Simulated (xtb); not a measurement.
xtb 6.7.1, GFN1-xTB: Se(Et)(SiH3) (CC[Se][SiH3]), 12 atoms. The geometry is a generated start, not checked to be a minimum at this level.

```yaml
run_flags: --grad
method: GFN1-xTB
"--acc": 1 (default)
"--etemp (K)": 300 (default)
basis_functions: 44
valence_electrons: 26
```

```xyz
12

Se    -0.2017    -0.2787     1.6848
C      1.1275    -0.6236     0.2576
C      1.3481     0.5677    -0.6510
H      0.7730    -1.4928    -0.2977
H      2.0439    -0.8882     0.7865
H      1.6292     1.4451    -0.0708
H      0.4455     0.8013    -1.2146
H      2.1493     0.3477    -1.3551
Si    -2.0576    -0.0019     0.4017
H     -1.9055    -0.8656    -0.7668
H     -2.1766     1.3935    -0.0168
H     -3.1751    -0.4044     1.2422
```

One run each on 1 thread. Values of broydamp tried: 0.02, 0.05, 0.1, 0.2, 0.4 (default), 0.6, 0.8, 1.

Task: Which value of broydamp needs the fewest SCC iterations, and what happens away from it?

Result: Fewest SCC iterations, within one of each other: 0.4 (default) with 10, 0.6 with 11. The count rises to 19 at 0.02. All converge to one solution.

```csv
broydamp,SCC iterations,end
0.02,19,same solution
0.05,15,same solution
0.1,14,same solution
0.2,12,same solution
0.4 (default),10,same solution
0.6,11,same solution
0.8,12,same solution
1,12,same solution
```
